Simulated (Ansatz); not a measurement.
System: Ti3Al (P6₃/mmc, No. 194). Method: PBE (PAW; Ansatz, a first-principles code).

Settings: plane-wave cutoff 520 eV, 12×12×12 k mesh, Fermi–Dirac smearing 0.05 eV, no spin polarisation, scalar-relativistic PAW data made under PBE.

Cell (relaxed at this level):

```cif
data_Al2Ti6
_chemical_formula_sum 'Al2 Ti6'
_space_group_name_H-M_alt 'P 1'
_space_group_IT_number 1
_cell_length_a 5.75540
_cell_length_b 5.75540
_cell_length_c 4.65406
_cell_angle_alpha 90.000
_cell_angle_beta 90.000
_cell_angle_gamma 120.000
loop_
_space_group_symop_operation_xyz
  'x, y, z'
loop_
_atom_site_label
_atom_site_type_symbol
_atom_site_fract_x
_atom_site_fract_y
_atom_site_fract_z
_atom_site_occupancy
Al1 Al 0.33333 0.66667 0.25000 1
Al2 Al 0.66667 0.33333 0.75000 1
Ti1 Ti 0.83026 0.66052 0.25000 1
Ti2 Ti 0.16974 0.83026 0.75000 1
Ti3 Ti 0.33948 0.16974 0.25000 1
Ti4 Ti 0.16974 0.33948 0.75000 1
Ti5 Ti 0.83026 0.16974 0.25000 1
Ti6 Ti 0.66052 0.83026 0.75000 1
```

Q: Predict the bulk modulus.

A: 
* **bulk modulus**: 115 GPa

Note: the bulk modulus is −V dP/dV from two relaxed cells at ±2 % in volume.

The computed numbers hold no vibrational or temperature effects.
